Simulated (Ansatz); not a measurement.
Defect calculation: Si on the Ga site (Si_Ga) in wurtzite GaN

All values below come from PBE, PAW (plane waves to 420 eV; Ansatz, a quantum-chemistry and plane-wave program). The supercell holds 192 host sites (4×2×3 repeats of a cell of 8 atoms), with a 2×2×2 shifted k-point sampling for the final energies. Site at the start: the Ga site. Charged cells carry a point-charge image correction with potential alignment at far atoms. Dielectric constants: PBE linear response of the host. Host gap at this level: 1.71 eV. Finite-size and sampling errors can reach tenths of an eV here. The semilocal functional narrows the gap, so deep levels can fall outside it. Spin–orbit coupling is left out. Each state is the lowest found from its start.

Formation energies E_f are given with the Fermi level at the valence-band maximum. Chemical conditions: Ga-rich (Δμ(Ga) = 0.00 eV, Δμ(Si) = -1.30 eV, bounded by beta Si3N4; only phases computed here count, gases as isolated molecules at 0 K); N-rich (Δμ(Ga) = -0.88 eV, Δμ(Si) = -2.47 eV, bounded by beta Si3N4; only phases computed here count, gases as isolated molecules at 0 K). Reference phases: Ga: alpha gallium, Si: silicon.

Charges with a result: +1, 0, −1. Others weren't obtained, and one of them could lie lower, also by skipping a charge.

```
charge         moment (μB)  largest move off a lattice site (Å)  image correction with alignment (eV)  E_f, Ga-rich (eV)  E_f, N-rich (eV)
------  ------------------  -----------------------------------  ------------------------------------  -----------------  ----------------
+1      not spin-polarised                                 0.17                                  0.12              -1.29             -1.00
0*                quenched                                 0.17                                     –                  –                 –
−1*     not spin-polarised                                 0.17                                     –                  –                 –
```

* At this level the carrier isn't localised at the defect: at charge 0 electrons occupy the conduction band; at charge −1 electrons occupy the conduction band. Such a state is shallow or no state of the defect, and this cell gives it no level.

Starting moments that weren't kept: charge 0 began with 1 μB and ended with 0.0.

Flagged in the runs: a doubtful potential alignment, a host whose relaxation on this sampling wasn't shown to rest.
